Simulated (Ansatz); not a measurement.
ZrC: transverse stress against strain

ZrC (rock salt, Fm-3m, 12.723 Å³/atom at rest, cube axes along x, y and z) under a strain ε along a cube axis (axis z), the other axes held. PBEsol in Ansatz, a plane-wave DFT program (PAW, default set), 420 eV, 21×21×21 Γ-centred mesh, Fermi-Dirac smearing 0.10 eV; ions are relaxed within the symmetry of each cell. Stress is positive for a compressed cell.

Here s stands for strain and y for stress xx.

| strain (%) | stress xx (GPa) |
|---|---|
| -1.50 | 1.64 |
| -1.00 | 1.08 |
| -0.50 | 0.53 |
| 0.00 | 0.00 |
| 0.50 | -0.52 |
| 1.00 | -1.03 |
| 1.50 | -1.53 |
| 3.00 | ? |

Task: Using a straight line, estimate the missing y at s = 3.00 from the other rows, showing the fit.

Result: Means: s 0, y 0.024. About the means, the sum of products is -7.3900 and the sum of squares of s is 7.0000; the slope is their ratio. Least squares gives y = 0.024 - 1.0557·s. Residuals (row less fit): 0.032, 0.000, -0.022, -0.024, -0.016, 0.002, 0.030; standard error 0.025 (degrees of freedom: 5). The slope gives the elastic constant C12 = 106 ± 1.0 GPa. At the withheld row, y = 0.024 - 1.0557 × 3.0 = -3.143 GPa. The calculation gives -2.97 GPa, 0.173 GPa above the prediction (3.8 % of the range of y in the table). The row lies outside the fitted rows, so this is an extrapolation. From the scatter of the fitted rows alone, a prediction at this place has a standard error of 0.040 GPa, so the miss is 4.3 times that.

One order more, fitted to all 13 runs of the series, follows each within 0.01, so the miss is the next term of a smooth law. In a metal these values are sensitive to mesh and smearing; energies are taken to zero smearing, stresses follow the free energy. Rows are the converged runs of the series near zero and its far end; series whose fitted rows scatter by over a few per cent of the range, as at a crossing or softening among them, aren't shown in this form. Most that stay on the fit to the last digits aren't either.
